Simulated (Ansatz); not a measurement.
TlBr: response to strain

Take TlBr in the CsCl type structure (space group Pm-3m, No. 221; a = 3.840 Å) as the base.

Strains are applied to the cell and any free atomic positions relax.

Computed with Ansatz (a program for electronic structure), LDA, PAW, cutoff 420 eV, no spin-orbit coupling.

Candidates:
(a) isotropic strain −1.50 %
(b) isotropic strain +2.00 %
(c) isotropic strain −2.50 %
(d) isotropic strain −0.50 %

Base values:

The band gap is 1.37 eV.

**Question.** Order them by band gap, lowest first.

**Answer.** (c) isotropic strain −2.50 % (1.07 eV), (a) isotropic strain −1.50 % (1.22 eV), (d) isotropic strain −0.50 % (1.32 eV), (b) isotropic strain +2.00 % (1.54 eV)

With Tl present, leaving out spin-orbit coupling can change the band edges. Gaps are Kohn–Sham eigenvalue differences; semilocal functionals usually give less than the measured gap. No phonon test of stability was made.
